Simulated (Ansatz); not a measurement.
# PbS: holes 2.0×10^21 cm⁻³

The reference is PbS in the rock salt structure (space group Fm-3m, No. 225; a = 5.903 Å).

It is then changed as follows: hole doping at 2.0×10^21 cm⁻³ (0.103 per cell), with a uniform compensating background at fixed cell and a 300 K Fermi–Dirac width.

Calculations: DFT with PBEsol, PAW potentials and a 420 eV plane-wave cutoff in Ansatz (a quantum-chemistry and plane-wave program), scalar-relativistic without spin-orbit coupling. Γ-centred 22×22×22 mesh, Fermi–Dirac width 0.0259 eV.

The gap between the host's bands rises by 0.053 eV, from 0.19 eV to 0.25 eV and the gap character stays direct at L. The valley order (the lowest conduction-band minima on the path, energy above the VBM, named in the base's zone) goes from L along ⟨111⟩ 0.19 eV; a point along ⟨110⟩, about 0.7 Å⁻¹ from Γ 1.14 eV to L along ⟨111⟩ 0.25 eV; a point along ⟨110⟩, about 0.7 Å⁻¹ from Γ 1.18 eV and the Fermi level relative to the doped band's edge (positive inside the band; to 0.05 eV) is +0.60 eV.

Charged cell with a jellium background: band edges are those of the host's band count, energies are not comparable with the neutral cell, and many-body gap narrowing is missing. With Pb present, leaving out spin-orbit coupling can change the band edges. Whether these cells are dynamically stable was not tested. The base started in P3_121 and relaxed to Fm-3m at this level. The zero or small gap of PbS can change with the level of theory.
